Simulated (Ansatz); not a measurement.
Take BeS in the zinc blende structure (space group F-43m, No. 216) as the base.

```cif
data_BeS
_chemical_formula_sum 'Be1 S1'
_space_group_name_H-M_alt 'P 1'
_space_group_IT_number 1
_cell_length_a 3.39153
_cell_length_b 3.39153
_cell_length_c 3.39153
_cell_angle_alpha 60.000
_cell_angle_beta 60.000
_cell_angle_gamma 60.000
loop_
_space_group_symop_operation_xyz
  'x, y, z'
loop_
_atom_site_label
_atom_site_type_symbol
_atom_site_fract_x
_atom_site_fract_y
_atom_site_fract_z
_atom_site_occupancy
Be1 Be 0.00000 0.00000 0.00000 1
S1 S 0.25000 0.25000 0.25000 1
```

Calculations: LDA (Ansatz, an electronic-structure program), without spin-orbit coupling.

For the base:

```
Item                     Value
-------------  ---------------
Gap character  indirect, Γ → X
```

One thing is altered: an isotropic linear strain of −2.50 %; the atoms relax in the strained cell.

Question: Predict the new gap character, energy relative to the base and mean gap deformation potential ΔEg/Δln V.

Answer: The gap character is still indirect, Γ → X; the energy grows by 26 meV/atom; the mean gap deformation potential ΔEg/Δln V is +2.5 eV.

Whether these cells are dynamically stable was not tested.
